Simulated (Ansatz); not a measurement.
The reference is Ba in the bcc (W type) structure (space group Im-3m, No. 229; a = 4.883 Å).

Method: PBEsol (Ansatz, a first-principles code, PAW, without spin-orbit coupling).

One change was made to it. Results:

```json
[
 {"quantity": "shortest interatomic distance", "base": "4.228 Å", "after": "3.378 Å"},
 {"quantity": "band gap", "base": "zero", "after": "zero"}
]
```

Which change produced these results?
A. pressure 75 GPa
B. pressure 3 GPa
C. pressure 50 GPa
D. pressure 15 GPa
E. pressure 30 GPa

D, pressure 15 GPa. For comparison, the shortest interatomic distance in the other runs: pressure 30 GPa gives 3.128 Å; pressure 75 GPa gives 2.906 Å; pressure 50 GPa gives 3.002 Å; pressure 3 GPa gives 3.899 Å.

Load acts through the strain it causes; cell and atoms are relaxed under it. Whether these cells are dynamically stable was not tested. Measured, Ba leaves this structure (for hcp) near 5.5 GPa (temperature not stated; as listed in Olga Degtyareva, NATO science for peace and security series. B, Physics and biophysics (2010)).
